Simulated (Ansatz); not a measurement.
The starting structures come from a database of crystals and need not be the phases stable at ambient conditions.

The decay constant κ of evanescent states in the gap governs leakage through a thin film.

```yaml
crystal:
  lattice:
    - [3.84623, 0.00000, 0.00000]
    - [0.00000, 11.94672, 0.00000]
    - [0.00000, 0.00000, 3.83653]
  atoms:
    - { symbol: Bi, position: [0.54213, 0.14203, 0.50000] }
    - { symbol: Bi, position: [0.45787, 0.85797, 0.50000] }
    - { symbol: Bi, position: [0.04213, 0.35797, 0.00000] }
    - { symbol: Bi, position: [0.95787, 0.64203, 0.00000] }
    - { symbol: S, position: [0.00000, 0.00000, 0.00000] }
    - { symbol: S, position: [0.50000, 0.50000, 0.50000] }
    - { symbol: O, position: [0.53047, 0.25026, 0.00000] }
    - { symbol: O, position: [0.46953, 0.74974, 0.00000] }
    - { symbol: O, position: [0.03047, 0.24974, 0.50000] }
    - { symbol: O, position: [0.96953, 0.75026, 0.50000] }
```

Space group of this cell: Pnnm. The cell was relaxed by PBE-D3(BJ).

Transport runs along the normal of the first two printed cell vectors.

The gap is the functional's own. No spin-orbit coupling. Mid-gap values are interpolated on the energy grid.

Compute, with Ansatz (a quantum-chemistry and plane-wave program) with r2SCAN, the band gap and the smallest decay constant κ at mid-gap.

Gap 1.17 eV on a 8×4×8 mesh; κ = 0.143 1/Å, at the zone centre.
